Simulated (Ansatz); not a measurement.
BAs: element substitutions

Consider BAs in the zinc blende structure (space group F-43m, No. 216).

```cif
data_As4B4
_chemical_formula_sum 'As4 B4'
_space_group_name_H-M_alt 'F-43m'
_space_group_IT_number 216
_space_group_name_Hall 'F -4 2 3'
_cell_length_a 4.76787
_cell_length_b 4.76787
_cell_length_c 4.76787
_cell_angle_alpha 90.000
_cell_angle_beta 90.000
_cell_angle_gamma 90.000
loop_
_atom_site_label
_atom_site_type_symbol
_atom_site_symmetry_multiplicity
_atom_site_Wyckoff_symbol
_atom_site_fract_x
_atom_site_fract_y
_atom_site_fract_z
_atom_site_occupancy
As1 As 4 c 0.25000 0.25000 0.25000 1
B1 B 4 a 0.00000 0.00000 0.00000 1
```
(The calculation used a cell of 2 atoms; values per cell refer to that cell.)

Each row replaces one element on all its sites; cell and atoms are relaxed.

Levels (all Ansatz, a program for electronic structure, PAW): PBEsol (420 eV, no spin-orbit coupling); r2SCAN (500 eV, no spin-orbit coupling).

Band gaps by level, all at the geometries relaxed with PBEsol:

```csv
case,PBEsol,r2SCAN
base,1.08 eV,1.37 eV
B → Be,zero,zero
B → In,zero,0.14 eV
```

Single points use the geometry relaxed with PBEsol. Stability against distortions was not tested. As relaxed here, BeAs is a hypothetical phase, not in the database extracts checked. The final runs are not spin-polarised. An odd electron count without spin: BeAs. A zero or small gap of InAs can be the functional's error rather than a property of the material.
